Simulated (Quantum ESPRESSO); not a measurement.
Quantum ESPRESSO 7.5, DFT, PBE, plane waves, SSSP 1.1.2 efficiency PBE: Al(100) slab of 9 layers, 1x1 (Al9), unrelaxed, 9 atoms. Basis and mesh were picked for this test and aren't claimed converged.

```
Quantity                                             Value
------------------------  --------------------------------
cell                      2.86, 2.86, 30.20 Å; 90, 90, 90°
task                                                   scf
k mesh                                               5×5×1
ecutwfc                                              45 Ry
ecutrho                                             360 Ry
occupations                                       smearing
smearing                                                mv
degauss                                            0.02 Ry
conv_thr                                          9e-09 Ry
tprnfor                                               true
tstress                                              false
k-point pools (-nk)                                      6
diagonalization                            david (default)
mixing_mode                                plain (default)
mixing_beta                                  0.7 (default)
mixing_ndim                                    8 (default)
k-points computed                                        6
bands                                                   18
electrons                                               27
G-vectors of the density                            192989
FFT grid                                         36×36×360
symmetry operations                                     16
```

It runs on a single node (AMD EPYC (Zen 5), 96 cores on 1 socket, no SMT, 12 L3 cache groups; 94 cores' worth of CPU time may be used).

Times are wall-clock medians of two to five runs, from launch to exit, with nothing else on the machine. Unless noted, each process is bound to its own block of adjacent cores. The build: conda-forge: Open MPI 5.0, OpenMP, OpenBLAS 0.3.34 (pthreads), FFTW, ScaLAPACK, ELPA; another build can shift the numbers. Scratch files lie in a memory file system.

Started as
```bash
OMP_NUM_THREADS=1 mpirun -np 24 pw.x -nk 6 -in pw.in
```
(24 ranks, nbnd = 18 (default)) it takes 5.1 s and 20 SCF iterations.

Problem. How long does it take after this change: nbnd = 36?

Solution. About 4.4 s (3 runs within 1 %): 1.2× as fast. The largest move is in potentials (v_of_rho, newd, PAW_pot): 1.9 s to 1.3 s. SCF iterations go from 20 to 13. Change in the result: energy equal as printed, forces (largest component) 0.080 meV/Å.
